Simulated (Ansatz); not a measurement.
# N interstitial in monoclinic HfO2

The numbers are results of PBE, PAW (plane waves to 420 eV; Ansatz, a program for electronic structure), not measurements. A supercell of 96 sites (2×2×2 repeats of a cell of 12 atoms) was used; the energies come from a 2×2×2 shifted sampling of its zone. Site at the start: void with 3O nearest, no. 1. These values are not converged in cell size to better than tenths of an eV. PBE underestimates the host's gap, which shifts levels and can delocalise carriers. Spin–orbit coupling is left out, which matters for these heavy elements. Each state is the lowest found from its start.

Formation energies E_f are those of the neutral cell. Chemical conditions: Hf-rich (Δμ(N) = -3.31 eV, bounded by rock-salt HfN; only phases computed here count, gases as isolated molecules at 0 K). Reference phases: N: N2 molecule in a box.

In at least one state atoms left their starting sites on relaxation (a large move, or an atom on the emptied site), so the name describes the start.

The name describes the start; the neighbours show where the atoms ended.

```json
[
 {"charge": "+1", "moment (μB)": "not spin-polarised", "point group": "C1", "largest move off a lattice site (Å)": "0.46", "neighbours of the last N atom of the defect at the end (Å)": "O 1.29, Hf 2.23, Hf 2.23, O 2.34, O 2.42, O 2.45", "E_f, Hf-rich (eV)": "–", "above the lowest spin state (eV)": "0.00"},
 {"charge": "+1", "moment (μB)": "2.0", "point group": "C1", "largest move off a lattice site (Å)": "0.25", "neighbours of the last N atom of the defect at the end (Å)": "O 1.32", "E_f, Hf-rich (eV)": "–", "above the lowest spin state (eV)": "0.05"},
 {"charge": "0", "moment (μB)": "1.0", "point group": "C1", "largest move off a lattice site (Å)": "0.56", "neighbours of the last N atom of the defect at the end (Å)": "O 1.39, Hf 2.14, Hf 2.19, O 2.45, O 2.48, O 2.54", "E_f, Hf-rich (eV)": "8.84", "above the lowest spin state (eV)": "0.00"},
 {"charge": "−1", "moment (μB)": "not spin-polarised", "point group": "C1", "largest move off a lattice site (Å)": "1.39", "neighbours of the last N atom of the defect at the end (Å)": "O 1.48, Hf 2.14, Hf 2.25, Hf 2.25, Hf 2.41", "E_f, Hf-rich (eV)": "–", "above the lowest spin state (eV)": "0.00"}
]
```

Point groups are those of the whole cell at tolerances of 0.03 and 0.1 Å ("near" where only the looser one holds); none is given for unsettled states.
